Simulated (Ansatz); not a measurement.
The parent structure is BN (space group P6_422, No. 181; a = 2.595 Å, c = 5.797 Å; a hypothetical phase, not in the database extracts checked). Axes: x lies along a and z along c of the hexagonal cell.

Now apply this change: the symmetric strain tensor [-0.0058 0.0125 0.0019; 0.0125 0.0079 -0.0079; 0.0019 -0.0079 -0.0005]; the atoms relax in the strained cell.

Levels (all Ansatz, a first-principles code, PAW): PBEsol (420 eV, no spin-orbit coupling); r2SCAN (500 eV, scalar-relativistic without spin-orbit coupling); HSE06 (420 eV, no spin-orbit coupling).

One geometry, relaxed with PBEsol, under each level:

| level | band gap | lowest conduction level above the VBM at special points | pressure |
|---|---|---|---|
| PBEsol | 3.31 eV | T₂ 3.31 eV; Z 3.67 eV; Y 3.70 eV; R₂ 4.56 eV | -0.20 GPa |
| r2SCAN | 3.95 eV | T₂ 3.95 eV; Z 4.31 eV; Y 4.33 eV; R₂ 5.20 eV | 2.97 GPa |
| HSE06 | 4.71 eV | T₂ 4.71 eV; Z 5.09 eV; Y 5.11 eV; Γ 8.06 eV | – |

Single points use the geometry relaxed with PBEsol. Their cutoffs differ, which shifts pressures a little. HSE06 gaps are upper bounds (no full band path). Stability against distortions was not tested. The base started in P3_121 and relaxed to P6_422 at this level. k-point labels follow each cell's own Brillouin zone.
